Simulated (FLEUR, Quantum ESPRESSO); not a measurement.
A FLEUR input for a self-consistent single point of SrAlSi (P-6m2, 3 atoms in the cell) (DFT, PBEsol, all-electron FLAPW (FLEUR), scalar-relativistic valence):

Input of the input generator:

```
SrAlSi FLAPW
&input film=f /
8.0309198093 0.0000001115 0.0000000000
-4.0154600012 6.9549805149 0.0000000000
0.0000000000 0.0000000000 9.0319460126
1.0
1.0 1.0 1.0

3
38 0.0000000000 0.0000000000 -0.0000000000
13 0.6666666667 0.3333333333 0.5000000000
14 0.3333333333 0.6666666667 0.5000000000

&comp jspins=1 /
&exco xctyp='PBEs' /
&kpt div1=6 div2=6 div3=5 gamma=t /
&end /
```

```xml
<?xml version="1.0" encoding="UTF-8" standalone="no"?>
<fleurInput fleurInputVersion="0.39">
   <comment>
      SrAlSi FLAPW                                                                                        
   </comment>
   <calculationSetup>
      <cutoffs Kmax="3.8" Gmax="15.2" GmaxXC="15.2" numbands="0"/>
      <scfLoop itmax="60" minDistance="0.00001" maxIterBroyd="99" imix="Anderson" alpha="0.05" precondParam="0.0" spinf="2.0"/>
      <coreElectrons ctail="T" frcor="F" kcrel="0" coretail_lmax="0"/>
      <xcFunctional name="PBEs" relativisticCorrections="F"/>
      <magnetism jspins="1"/>
      <soc l_soc="F" theta="0.0" phi="0.0" spav="F"/>
      <expertModes spex="0" secvar="F"/>
      <geometryOptimization l_f="T" forcealpha="1.0" forcemix="BFGS" epsdisp="0.00001" epsforce="0.00001"/>
      <ldaU l_linMix="F" mixParam="0.05" spinf="1.0"/>
   </calculationSetup>
   <cell>
      <bzIntegration valenceElectrons="17.0" mode="gauss" fermiSmearingEnergy="0.00367493">
         <kPointListSelection listName="default-1"/>
         <!-- k-points included here -->
         <xi:include xmlns:xi="http://www.w3.org/2001/XInclude" href="kpts.xml"> </xi:include>
      </bzIntegration>
      <!-- symmetry operations included here -->
      <xi:include xmlns:xi="http://www.w3.org/2001/XInclude" href="sym.xml"> </xi:include>
      <bulkLattice scale="1.0">
         <bravaisMatrix>
            <row-1>    8.0309198093000003     0.0000001115000000     0.0000000000000000</row-1>
            <row-2>   -4.0154600012000001     6.9549805148999999     0.0000000000000000</row-2>
            <row-3>    0.0000000000000000     0.0000000000000000     9.0319460126000006</row-3>
         </bravaisMatrix>
      </bulkLattice>
   </cell>
   <atomSpecies>
      <species name="Strontium (Sr)" element="Sr" atomicNumber="38">
         <mtSphere radius="2.68" gridPoints="925" logIncrement="0.014"/>
         <atomicCutoffs lmax="10" lnonsphr="8"/>
         <electronConfig flipSpins="F">
            <coreConfig>(1s1/2) (2s1/2) (2p1/2) (2p3/2) (3s1/2) (3p1/2) (3p3/2) (3d3/2) (3d5/2)</coreConfig>
            <valenceConfig>(4s1/2) (4p1/2) (4p3/2) (5s1/2)</valenceConfig>
         </electronConfig>
         <energyParameters s="5" p="5" d="4" f="4"/>
         <lo type="SCLO" l="0" n="4" eDeriv="0"/>
         <lo type="SCLO" l="1" n="4" eDeriv="0"/>
      </species>
      <species name="Aluminum (Al)" element="Al" atomicNumber="13">
         <mtSphere radius="2.16" gridPoints="747" logIncrement="0.015"/>
         <atomicCutoffs lmax="8" lnonsphr="6"/>
         <electronConfig flipSpins="F">
            <coreConfig>(1s1/2) (2s1/2) (2p1/2) (2p3/2)</coreConfig>
            <valenceConfig>(3s1/2) (3p1/2) (3p3/2)</valenceConfig>
            <stateOccupation state="(3p1/2)" spinUp="0.1666666666667" spinDown="0.1666666666667"/>
            <stateOccupation state="(3p3/2)" spinUp="0.3333333333333" spinDown="0.3333333333333"/>
         </electronConfig>
         <energyParameters s="3" p="3" d="3" f="4"/>
      </species>
      <species name="Silicon (Si)" element="Si" atomicNumber="14">
         <mtSphere radius="2.16" gridPoints="747" logIncrement="0.015"/>
         <atomicCutoffs lmax="8" lnonsphr="6"/>
         <electronConfig flipSpins="F">
            <coreConfig>(1s1/2) (2s1/2) (2p1/2) (2p3/2)</coreConfig>
            <valenceConfig>(3s1/2) (3p1/2) (3p3/2)</valenceConfig>
            <stateOccupation state="(3p1/2)" spinUp="0.3333333333333" spinDown="0.3333333333333"/>
            <stateOccupation state="(3p3/2)" spinUp="0.6666666666667" spinDown="0.6666666666667"/>
         </electronConfig>
         <energyParameters s="3" p="3" d="3" f="4"/>
      </species>
   </atomSpecies>
   <atomGroups>
      <atomGroup species="Strontium (Sr)">
         <relPos label="                   1">.0000000000 .0000000000 .0000000000</relPos>
         <force calculate="T" relaxXYZ="TTT"/>
      </atomGroup>
      <atomGroup species="Aluminum (Al)">
         <relPos label="                   2">-1.000/3.000 1.000/3.000 1.000/2.000</relPos>
         <force calculate="T" relaxXYZ="TTT"/>
      </atomGroup>
      <atomGroup species="Silicon (Si)">
         <relPos label="                   3">1.000/3.000 -1.000/3.000 1.000/2.000</relPos>
         <force calculate="T" relaxXYZ="TTT"/>
      </atomGroup>
   </atomGroups>
   <output dos="F" band="F" slice="F">
      <checks vchk="F" cdinf="F"/>
      <bandDOS minEnergy="-.5*Htr" maxEnergy="0.5*Htr" sigma="0.015" storeEVData="T"/>
      <vacuumDOS vacdos="F" integ="F" star="F" nstars="0" locx1="0.0" locy1="0.0" locx2="0.0" locy2="0.0" nstm="0" tworkf="0.0"/>
      <unfoldingBand unfoldBand="F" supercellX="1" supercellY="1" supercellZ="1"/>
      <plotting iplot="0" polar="F">
         <plot TwoD="T" vec1="  1.0  0.0  0.0" vec2="  0.0  1.0  0.0" vec3="  0.0  0.0  1.0" zero="  0.0  0.0  0.0" file="plot"/>
      </plotting>
      <chargeDensitySlicing numkpt="0" minEigenval="0.0" maxEigenval="0.0" nnne="0" pallst="F"/>
      <specialOutput eonly="F"/>
      <magneticCircularDichroism mcd="F" energyLo="-10.0" energyUp="0.0"/>
   </output>
  <!-- We include the file relax.xml here to enable relaxations (see documentation) -->
  <xi:include xmlns:xi="http://www.w3.org/2001/XInclude" href="relax.xml"> <xi:fallback/> </xi:include>
</fleurInput>
```

Question: Write the same calculation as an input for Quantum ESPRESSO.

Answer: This is the input that was run; spellings and numerical settings could be chosen otherwise.

```fortran
&control
   calculation = 'scf',
   prefix = 'pwscf',
   outdir = './work',
   pseudo_dir = './',
   tprnfor = .true.,
   tstress = .true.,
/
&system
   ibrav = 4,
   A = 4.2497797457,
   C = 4.7795000000,
   nat = 3,
   ntyp = 3,
   ecutwfc = 70,
   occupations = 'smearing',
   smearing = 'gauss',
   degauss = 0.0073499,
/
&electrons
   conv_thr = 1.0d-10,
   mixing_beta = 0.3,
/
ATOMIC_SPECIES
Sr    87.6200  Sr.upf
Al    26.9815  Al.upf
Si    28.0850  Si.upf
ATOMIC_POSITIONS crystal
Sr    0.0000000000    0.0000000000    0.0000000000
Al    0.6666666667    0.3333333333    0.5000000000
Si    0.3333333333    0.6666666667    0.5000000000
K_POINTS automatic
6 6 5  0 0 0
```

Basis, cutoffs, solver keys and any potentials are the target program's own. This input uses DFT, PBEsol, plane waves, PseudoDojo standard norm-conserving (PBESOL) pseudopotentials.

The starting cell comes from a database of computed structures (which also holds hypothetical and non-ambient phases and stackings), without a prior relaxation at this level.
